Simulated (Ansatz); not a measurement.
Ansatz (a quantum-chemistry and plane-wave program), DFT, PBE, plane waves, its default PAW files: Cu(111) slab of 4 layers, 1x1, atoms displaced, unrelaxed, 4 atoms. Basis and mesh were picked for this test and aren't claimed converged.

- cell: 2.56, 2.56, 26.26 Å; 90, 90, 60°
- distance to the nearest atom: 2.54 to 2.56 Å
- task: single point
- k mesh: 10×10×1
- hamiltonian.xc: pbe
- kind of files: paw
- scf.occupations.method: fermi_dirac
- scf.occupations.width: 0.05 eV
- scf.initial_density.chi_scale: 0.1
- output.forces: true
- binding of workers (--pin): off
- k-point pools (--kpoint-pools): 1
- memory maximum (--max-ram): 8GiB
- accuracy: medium (default)
- basis.precision: auto (default)
- basis.xc_grid: 2 (default)
- scf.eigensolver.kind: auto (default)
- scf.convergence.dr2_threshold: 1e-07 (default)
- scf.lower_state_search: light (default)
- k-points after symmetry: 52
- bands at the start: 43
- electrons: 76
- plane waves at Γ: 2949
- cutoff (eV): 420
- FFT grid: 18×18×180
- symmetry operations: 1

Settings of this run: scf.mixing.algorithm = auto, scf.mixing.preconditioner = kerker, scf.algorithm = auto; 4 threads.

| iteration | dr2 (eV) | Hψ |
|---|---|---|
| 1 | 1.82e1 | 9858 |
| 2 | 5.21e0 | 6181 |
| 3 | 1.19e0 | 5135 |
| 4 | 1.77e-1 | 3529 |
| 5 | 5.85e-1 | 4775 |
| 6 | 6.93e-2 | 3867 |
| 7 | 6.05e-2 | 2333 |
| 8 | 2.82e-2 | 2678 |
| 9 | 2.96e-2 | 3414 |
| 10 | 1.47e-2 | 2362 |
| 11 | 1.16e-2 | 2530 |
| 12 | 6.75e-3 | 2347 |
| 13 | 6.38e-3 | 3176 |
| 14 | 4.64e-3 | 2318 |
| … | … | … |
| 24 | 1.15e-3 | 2447 |
| 25 | 1.04e-3 | 2342 |
| 26 | 1.13e-3 | 2692 |
| 27 | 1.67e-3 | 2363 |
| 28 | 7.56e-4 | 2404 |
| 29 | 4.71e-4 | 2576 |
| 30 | 2.81e-4 | 2544 |
| 31 | 3.09e-4 | 2913 |
| … | … | … |
| 39 | 6.56e-6 | 3370 |
| 40 | 1.11e-6 | 2945 |
| 41 | 1.02e-6 | 3364 |
| 42 | 7.29e-7 | 3392 |
| 43 | 4.35e-7 | 2733 |
| 44 | 1.50e-7 | 2780 |
| 45 | 1.34e-7 | 8728 |
| 46 | 2.22e-8 | 9260 |

It converged after 46 SCF iterations.

Task: The cycle is slow. Which setting should be changed?

Result: One answer among several that fit: scf.mixing.preconditioner = auto (default) (13 SCF iterations) or scf.mixing.preconditioner = ldos (13 SCF iterations), all else kept. The other changes of this size gave: scf.mixing.preconditioner = none (17); scf.mixing.preconditioner = local_kerker (17); scf.mixing.preconditioner = kerker_dos (35); scf.mixing.algorithm = broyden (54). With more settings changed, the fewest of all runs of this system: scf.mixing.preconditioner = auto (default), scf.algorithm = direct_min (7). In that run the program took: scf.mixing.algorithm MSR1, scf.mixing.preconditioner LDOS, scf.eigensolver.kind band_cg, --slots 4. The first change moves the result by: energy under 0.001 meV/atom, forces (largest component) 0.048 meV/Å. Counts are of single runs.

Keys are those of Ansatz 0.2.
